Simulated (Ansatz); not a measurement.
Base system: Ba in the fcc (Cu type) structure (space group Fm-3m, No. 225; a = 6.155 Å; a cell from a computed database, its experimental status unchecked). Axes: x, y, z lie along the cube axes.

The values are results of PBEsol, PAW, 420 eV (Ansatz, a program for electronic structure; no spin-orbit coupling), not measurements.

Free-standing slabs (1 atom(s) a layer) normal to [111] with 15 Å of vacuum; in-plane cell held at bulk.

One change was made to it. Results:

| quantity | base | after |
|---|---|---|
| shortest interatomic distance | 435.3 pm | 430.3 pm |
| band gap | zero | zero |

### Question
What was done to the base?
(A) 3 layers
(B) 1 layer
(C) 5 layers
(D) 7 layers
(E) 4 layers

### Answer
E, 4 layers. For comparison, the shortest interatomic distance in the other runs: 7 layers gives 431.3 pm; 3 layers gives 431.7 pm; 5 layers gives 431.3 pm; 1 layer gives 435.3 pm.

No phonon test of stability was made. This is not the structure that Ba has at room temperature and ambient pressure.
